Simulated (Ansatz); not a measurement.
The starting structures come from a database of crystals and need not be the phases stable at ambient conditions.

Inside the gap of an insulator the Bloch states are evanescent, with a wavenumber k + iκ along the transport direction.

```
CELL_PARAMETERS angstrom
      3.15533     0.00000     0.00000
      0.00000     8.30254     0.00000
      1.57767     4.15127     1.57767
ATOMIC_POSITIONS crystal
  Al 0.00000 0.66133 0.00000
  Al 0.00000 0.33867 0.00000
  Os 0.00000 0.00000 0.00000
```

Space group of this cell: I4/mmm. The cell is taken as given.

Transport runs along the normal of the first two printed cell vectors, the (100) plane of the conventional cell.

The gap is the functional's own, uncorrected, and κ follows it; spin-orbit coupling is left out. Mid-gap values are interpolated between the computed energies.

Problem. Predict the band gap and the smallest decay constant κ at mid-gap from r2SCAN run with Ansatz (a first-principles code).

Solution. Gap 0.48 eV on a 18×18×18 mesh; κ = 0.134 1/Å, at (0.300, 0.500) of the in-plane reciprocal vectors. At the zone centre, at the nearest computed energy, the slowest state has κ = 0.20 1/Å.
